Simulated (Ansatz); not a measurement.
The starting structures come from a database of crystals and need not be the phases stable at ambient conditions.

 Where the default PAW files enter, the runs use the earlier of Ansatz's two default sets.

The decay constant κ of evanescent states in the gap governs leakage through a thin film.

```yaml
crystal:
  lattice:
    - [4.76927, 0.00000, 0.00000]
    - [0.00000, 7.78964, 0.00000]
    - [2.33817, 0.00000, 4.15678]
  atoms:
    - { symbol: Cd, position: [0.84847, 0.00017, 0.84847] }
    - { symbol: Cd, position: [0.15153, 0.50017, 0.15153] }
    - { symbol: Te, position: [0.18219, 0.12483, 0.18219] }
    - { symbol: Te, position: [0.81781, 0.62483, 0.81781] }
```

Space group of this cell: Cmc2_1. The cell is strained (all lengths scaled by 1.02); by r2SCAN its mean pressure is -3.0 GPa.

Transport runs along the normal of the first two printed cell vectors.

The gap is the functional's own, uncorrected, and κ follows it; spin-orbit coupling is left out. Mid-gap values are interpolated between the computed energies.

Task: Predict the band gap and the smallest decay constant κ at mid-gap from r2SCAN run with Ansatz (an electronic-structure program).

Result: Gap 0.91 eV on a 8×4×8 mesh; κ = 0.068 1/Å, at the zone centre.
